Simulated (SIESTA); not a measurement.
A self-consistent single point of V6FeNi (P1, 8 atoms in the cell) with SIESTA.

Method of the run: GGA PBEsol, numerical atomic orbitals DZP, PseudoDojo PBEsol standard norm-conserving potentials (rewritten from UPF to PSML) run with SIESTA.

The change in words: atoms moved at random. Reference geometry:
```xyz
8
Lattice="4.6297 0.0000 0.0000 0.0000 4.6297 0.0000 0.0000 0.0000 4.6297" Properties=species:S:1:pos:R:3 pbc="T T T"
V      0.0000     2.3149     3.4626
V      0.0000     2.3149     1.1671
V      3.4626     0.0000     2.3149
V      1.1671     0.0000     2.3149
V      2.3149     3.4626     0.0000
V      2.3149     1.1671     0.0000
Fe     2.3149     2.3149     2.3149
Ni     0.0000     0.0000     0.0000
```

Reference input (self-consistent single point, DFT, GGA PBEsol, numerical atomic orbitals DZP, PseudoDojo PBEsol standard norm-conserving potentials (rewritten from UPF to PSML)): XC.functional = GGA; XC.authors = PBEsol; potentials = PseudoDojo PBEsol standard; PAO.BasisSize = DZP; PAO.EnergyShift = 0.01 Ry; MeshCutoff = 300 Ry; kgrid.MonkhorstPack = 5 5 5; OccupationFunction = FD; ElectronicTemperature = 1160.45 K; MaxSCFIterations = 150; SCF.Mixer.Method = Broyden; SCF.Mixer.Weight = 0.1. This run's input differs from it in these lines:

```diff
@@ -19,10 +19,10 @@
 %block AtomicCoordinatesAndAtomicSpecies
-     0.000000000    0.500000000    0.747910000  1
-     0.000000000    0.500000000    0.252090000  1
-     0.747910000    0.000000000    0.500000000  1
-     0.252090000    0.000000000    0.500000000  1
-     0.500000000    0.747910000    0.000000000  1
-     0.500000000    0.252090000    0.000000000  1
-     0.500000000    0.500000000    0.500000000  2
-     0.000000000    0.000000000    0.000000000  3
+    -0.015766000    0.499120000    0.759054000  1
+     0.011741000    0.501965000    0.251286000  1
+     0.738248000   -0.007433000    0.499429000  1
+     0.265392000   -0.005078000    0.497645000  1
+     0.504952000    0.757508000   -0.003106000  1
+     0.497308000    0.248730000   -0.003168000  1
+     0.493287000    0.515509000    0.503856000  2
+     0.004838000   -0.010321000   -0.004997000  3
 %endblock AtomicCoordinatesAndAtomicSpecies
```

Log, with long lists cut:

```
        iscf     Eharris(eV)        E_KS(eV)     FreeEng(eV)     dDmax    Ef(eV) dHmax(eV)
   scf:    1   -19390.914919   -19822.180042   -19822.340486  1.291662 -4.040942 84.940997
   scf:    2   -19799.992553   -19964.733785   -19964.925298  0.893452 -4.930051 27.483758
   scf:    3   -19996.414446   -19986.867786   -19987.077111  0.251740 -5.121075 15.271107
   scf:    4   -19994.475634   -19991.177888   -19991.383865  0.050430 -5.191356 10.388962
   scf:    5   -19234.481138   -19761.151323   -19761.420475  1.281196 -5.972433103.953630
   [... 15 lines left out ...]
   scf:   21   -20000.482779   -20000.482780   -20000.741953  0.000106 -6.195147  0.000945
   scf:   22   -20000.482778   -20000.482779   -20000.741953  0.000021 -6.195204  0.000507
   scf:   23   -20000.482775   -20000.482777   -20000.741953  0.000018 -6.195218  0.000562
   scf:   24   -20000.482777   -20000.482777   -20000.741953  0.000008 -6.195236  0.000346
SCF Convergence by DM+H criterion
max |DM_out - DM_in|         :     0.0000082489
max |H_out - H_in|      (eV) :     0.0003457979
SCF cycle converged after 24 iterations

Using DM_out to compute the final energy and forces

siesta: E_KS(eV) =           -20000.4828

siesta: E_KS - E_eggbox =    -20000.4828

siesta: Atomic forces (eV/Ang):
     1    0.600558   -0.172675   -0.810946
     2   -0.507473   -0.273730    0.544824
     3    1.276873    0.553673   -0.204537
     4   -1.423644    0.409323    0.126296
     5   -0.241947   -0.847907    0.165935
     6    0.175645    0.682537    0.165891
     7    0.245375   -0.838931   -0.192721
     8   -0.156374    0.506955    0.228037
   Tot   -0.030988    0.019243    0.022780
   Max    1.423644
   Res    0.589149    sqrt( Sum f_i^2 / 3N )
   Max    1.423644    constrained

   [... lines left out ...]
siesta: FreeEng =    -20000.741953
   [... lines left out ...]
siesta:     0.053393    0.000549    0.003115
siesta:     0.000549    0.050690   -0.000173
siesta:     0.003116   -0.000173    0.057781

siesta: Cell volume =         99.234841 Ang**3

siesta: Pressure (static):
siesta:                Solid            Molecule  Units
siesta:          -0.00058764         -0.00039695  Ry/Bohr**3
siesta:          -0.05395456         -0.03644618  eV/Ang**3
siesta:         -86.44473116        -58.39322289  kBar
```

The run converged in 24 iterations. Against the reference run the free energy goes up by 28.2 meV/atom, the pressure goes from -9.96 to -8.64 GPa and the largest force goes from 0.020 to 1.487 eV/Å.

The starting cell comes from a database of computed structures (which also holds hypothetical and non-ambient phases and stackings), without a prior relaxation at this level. For this run, on top of that: atoms moved at random. Spin polarisation is off. Values carry the incompleteness of an atom-centred basis. With a pressure of about -9 GPa the cell is away from its equilibrium volume at this level. Forces in this geometry exceed 1 eV/Å.

Cost on one core of a shared machine: roughly 2 min.
